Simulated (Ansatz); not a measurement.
Consider this model of amorphous Al₂₈O₄₅Y₂.

```
Al28Y2O45
1.0
    9.42885     0.00000     0.00000
    0.00000     9.42885     0.00000
    0.00000     0.00000     9.42885
Al O Y
28 45 2
Direct
  0.21767   0.87650   0.37299
  0.77997   0.42105   0.95909
  0.32325   0.11947   0.89228
  0.76140   0.36515   0.67434
  0.33213   0.67254   0.61760
  0.69478   0.76889   0.10817
  0.96423   0.62758   0.11750
  0.23085   0.33636   0.58359
  0.55921   0.96861   0.30929
  0.22896   0.61393   0.98821
  0.92831   0.92696   0.30058
  0.26303   0.39769   0.17104
  0.75654   0.19219   0.41299
  0.42955   0.78793   0.88987
  0.54411   0.21544   0.13635
  0.07202   0.33556   0.91012
  0.64532   0.02173   0.94276
  0.02077   0.42228   0.31555
  0.73739   0.45509   0.24009
  0.49858   0.39083   0.43626
  0.77935   0.62400   0.46689
  0.24211   0.13819   0.26568
  0.07083   0.86972   0.61042
  0.37082   0.08140   0.55505
  0.84748   0.09889   0.75835
  0.42264   0.66396   0.26343
  0.61983   0.88657   0.62346
  0.04195   0.53146   0.62859
  0.85822   0.51925   0.60576
  0.95841   0.44768   0.01767
  0.14254   0.16280   0.93630
  0.10391   0.43499   0.48113
  0.66809   0.34874   0.09362
  0.74652   0.78393   0.54234
  0.32900   0.19755   0.70788
  0.36702   0.48070   0.58125
  0.86758   0.28957   0.82847
  0.89218   0.57966   0.31139
  0.67328   0.01392   0.74918
  0.35833   0.98429   0.29652
  0.87886   0.82031   0.15068
  0.98604   0.96876   0.73669
  0.10186   0.99477   0.23754
  0.40397   0.47350   0.27719
  0.30950   0.93479   0.90247
  0.75487   0.59121   0.08478
  0.63692   0.52476   0.38907
  0.24871   0.42318   0.98135
  0.32502   0.72329   0.41746
  0.85429   0.32261   0.31738
  0.30841   0.22452   0.44530
  0.83415   0.04805   0.95409
  0.67217   0.47271   0.81783
  0.58378   0.24172   0.33399
  0.83093   0.20015   0.58655
  0.06945   0.71257   0.97666
  0.58093   0.77993   0.26053
  0.77504   0.01757   0.34906
  0.35798   0.22652   0.14420
  0.02673   0.83284   0.43014
  0.53410   0.00358   0.50036
  0.60057   0.03625   0.13443
  0.34199   0.62587   0.82720
  0.22772   0.95953   0.55131
  0.58780   0.33491   0.59982
  0.46884   0.79289   0.68723
  0.60600   0.82868   0.95309
  0.36933   0.69931   0.08344
  0.13279   0.55373   0.19784
  0.13509   0.69409   0.64880
  0.12560   0.28540   0.24058
  0.50768   0.17787   0.92562
  0.12176   0.39944   0.73681
  0.46055   0.40323   0.79709
  0.04146   0.94924   0.97603
```

Methods: PBE, scalar-relativistic without spin-orbit coupling (Ansatz, a first-principles code); r2SCAN, scalar-relativistic without spin-orbit coupling (Ansatz); HSE06, scalar-relativistic without spin-orbit coupling (Ansatz). Neutral PBE cell, which sets geometry, pressure and energy: sampling: a 2×2×2 Γ-centred mesh; Fermi-Dirac width 0.02 eV; no spin polarisation. Exact exchange is cut at the faces of this 9 Å cell, which leaves hybrid gaps a finite-size error.

It comes from a melt-quench run on a machine-learned potential (CHGNet), relaxed afterwards by DFT. O atoms were pushed apart under 1.9 Å during the dynamics, to hinder bonds among them. The hot cell started wider than the set density and was brought back towards it in steps. It is the lowest in DFT energy of 2 quenches. It is a model cell: composition and starting density were chosen by hand, and all elements were melted together. No dispersion term was used. Its density started from a set value of 3.27 and ended at 3.27 g/cm³. The quench (nominally 280 K/ps over its main leg) was far faster than any real one, so the model tends to hold more defects than a real film. One small periodic cell is one sample of the glass; other quenches scatter about these values. The volume was held where the preparation left it.

Q: Give the pressure and the spacing of the highest filled and lowest empty levels.

A: 
The pressure on a 2×2×2 Γ-centred mesh comes out as 15.0 kbar and the largest force and stress component on that mesh (the relaxation ran on the zone centre alone) comes out as 0.06 eV/Å and 2.5 GPa. The level gap on a 2×2×2 Γ-centred mesh (PBE) comes out as 3.70 eV. The level gap at the zone centre (PBE) comes out as 3.70 eV, the level gap at the zone centre (r2SCAN) comes out as 4.31 eV and the level gap at the zone centre (HSE06) is 5.37 eV. The distance between the nearest levels spread over more than a fifth of the atoms or a third of the atoms of their main element (six at least) (PBE, zone centre) is 4.20 eV.

Q: At PBE and the zone centre, how localised are the states just below and above the Fermi level (participation number: the atoms over which a state spreads)?

A: The highest filled state is spread over 4.7 atoms' worth, largest on O52, with weights by element (charge in smoothed Voronoi cells) O 0.95, Al 0.04, Y 0.01. The lowest empty state is spread over 65.0 atoms' worth, largest on Al1, with weights by element (charge in smoothed Voronoi cells) O 0.60, Al 0.38, Y 0.02.

At PBE the levels at the filled edge of the gap are localised (band-tail or defect states), and the nearest spread-out levels lie 4.2 eV apart at the zone centre.

Bonds are counted up to Al-Al 2.66 Å, Al-O 2.30 Å, Al-Y 3.20 Å, O-O 1.58 Å, O-Y 2.82 Å, Y-Y 3.74 Å. Two cations that share two anions don't count as bonded, nor two that share one unless they lie closer than Al-Al 2.59 Å, Al-Y 3.11 Å, Y-Y 3.64 Å.

Added carriers, by Ansatz with PBE, scalar-relativistic without spin-orbit coupling on the zone centre alone. Charged cells keep the cell fixed and stand in a uniform background, with no image correction, at a width of 0.01 eV; where the count is odd the moment is locked at 1 μB, unless the neutral cell bore moments. Each starts from the undistorted neutral geometry alone. PBE's self-interaction favours spread-out carriers, so it can miss traps that a hybrid finds.

Q: What happens at PBE when the cell takes an extra electron and the atoms relax?

A: Relaxation lowers the charged cell by 0.02 eV. The largest moves are Al1 0.03 Å, Al28 0.02 Å, O64 0.02 Å, O43 0.02 Å. The level that holds the added charge spreads over 62.3 atoms' worth, most on Al1 (weight 0.04): a carrier spread over the cell. No bond crosses its cut-off with a change of over 0.15 Å (metal-metal contacts aside). Made neutral again at that geometry, the cell lies +0.02 eV from the neutral start.

Q: What happens at PBE when the cell takes a hole and the atoms relax?

A: Relaxation lowers the charged cell by 0.12 eV. The largest moves are Y75 0.06 Å, Y74 0.06 Å, O55 0.05 Å, O52 0.04 Å. The level that was emptied spreads over 9.1 atoms' worth, most on O52 (weight 0.25): a partly localised carrier. No bond crosses its cut-off with a change of over 0.15 Å (metal-metal contacts aside). Made neutral again at that geometry, the cell lies +0.20 eV from the neutral start.
